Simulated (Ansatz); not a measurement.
An ideal cubic perovskite cell is held by its symmetry; such compounds can tilt or shift off centre at room temperature. Cells marked so need not be the phases stable at ambient conditions, and some may be hypothetical.

The gap is the functional's own. No spin-orbit coupling. Mid-gap values are interpolated on the energy grid.

A. CsCaBr$_{3}$ (Pm-3m, cubic perovskite, not sure to be the ambient phase, 5 atoms a cell, 37.2 Å³ an atom), along the normal of (001)
B. Bi2Se3 (R-3m, 5 atoms a cell, 28.2 Å³ an atom), along the normal of (101)
C. AlN (F-43m, zinc blende, 2 atoms a cell, 10.4 Å³ an atom), along the normal of (110)
D. AlGaN₂ (P3m1, not sure to be the ambient phase, 4 atoms a cell, 10.9 Å³ an atom), along the normal of (001)

### Question
Put the candidates in order of mid-gap decay constant of the slowest evanescent state, lowest first, for r2SCAN in Ansatz (a program for electronic structure).

### Answer
B (0.07 1/Å), D (0.23 1/Å), C (0.29 1/Å), A (0.33 1/Å)
